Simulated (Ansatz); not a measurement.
# Elastic constant C33 of wurtzite BN (high-pressure phase) at several levels of theory

No measured value is used here.

```
level (code)         value (GPa)  cell (Å³/atom)
-------------------  -----------  --------------
LDA (Ansatz)                1094            5.76
PBE (Ansatz)                1009            5.97
PBE-D3(BJ) (Ansatz)          ___            5.88
HSE06 (Ansatz)              1099            5.83
```

Question: Some entries are withheld; supply them.

Answer: 
- PBE-D3(BJ) (Ansatz, an electronic-structure program), value (GPa): 1044

PBE-D3(BJ): the dispersion coefficients are held fixed in the derivatives. Each level is taken at its own relaxed cell. K meshes differ between the levels. Ansatz's density-functional and Hartree–Fock values are scalar-relativistic unless marked +SOC, with PAW data made under PBE.
